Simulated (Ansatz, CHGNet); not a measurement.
For TaAs (I4₁md, No. 109, 4 atoms in the cell; start mp-1936), the machine-learned potential CHGNet-r²SCAN (trained on r²SCAN data) gives:

* **lattice constant a**: 3.406 Å
* **lattice parameter c**: 12.096 Å

Q: What does r²SCAN+rVV10 (plane waves, PAW; Ansatz, a quantum-chemistry and plane-wave program) give for the same quantities?

A: 
- lattice constant a: 3.435 Å (increases by 0.9 %)
- lattice parameter c: 11.664 Å (shrinks by 3.6 %)

Changes are worked out from the printed values.

Unless a cell is named, each level is at its own relaxed cell (CHGNet-r²SCAN 17.54, r²SCAN+rVV10 17.20 Å³/atom).

Levels without +SOC leave out spin–orbit coupling, which shifts energies and cells of such heavy elements.

Caveats: the relaxation could not lower the start's symmetry, so the cell can be a saddle point above a distorted one (CHGNet-r²SCAN, r²SCAN+rVV10). Ansatz's density-functional and Hartree–Fock values are scalar-relativistic unless marked +SOC, with PAW data made under PBE.

A start named mp-… is a Materials Project structure, which need not be a measured phase.
